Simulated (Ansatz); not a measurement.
**EuO under a change: isotropic strain +1.01 %**

Base system: EuO in the rock salt structure (space group Fm-3m, No. 225; a = 4.965 Å; ferromagnetic; relaxed with 0.1 eV smearing).

Modification: every lattice vector is stretched by 1.01 %, atoms relaxed at fixed cell.

All numbers come from Kohn–Sham DFT with the PBEsol functional, run in Ansatz (a quantum-chemistry and plane-wave program) with PAW and 420 eV plane waves, spin-orbit coupling left out. Settings: 20×20×20 k-points, 0.1 eV Fermi–Dirac smearing.

```tsv
quantity	base	changed	shift
space group	Fm-3m (No. 225)	Fm-3m (No. 225)	–
shortest interatomic distance	2.483 Å	2.508 Å	+0.025 Å
energy relative to the base (free energy F)	0 meV/atom	+4.7 meV/atom	+4.7 meV/atom
pressure	0.0 GPa	-3.2 GPa	-3.2 GPa
band gap	zero	zero	–
magnetic state	ferromagnetic	ferromagnetic	–
largest site moment	6.50 μB	6.52 μB	+0.028 μB
```

Final structure:

```
EuO
1.0
    0.00000     2.50768     2.50768
    2.50768     0.00000     2.50768
    2.50768     2.50768     0.00000
O Eu
1 1
Direct
  0.00000   0.00000   0.00000
  0.50000   0.50000   0.50000
```

Cost of the whole job for the changed cell (relaxation, final SCF and bands): around 18 core-seconds (rough).

The magnetic state is the one reached from the starting moments; the real material's order can differ, and small cells can't hold many antiferromagnetic ones. The state of the 4f shell was not checked for lower solutions. No phonon test of stability was made. No Hubbard U is applied, and correlation can decide whether such a compound is a metal.
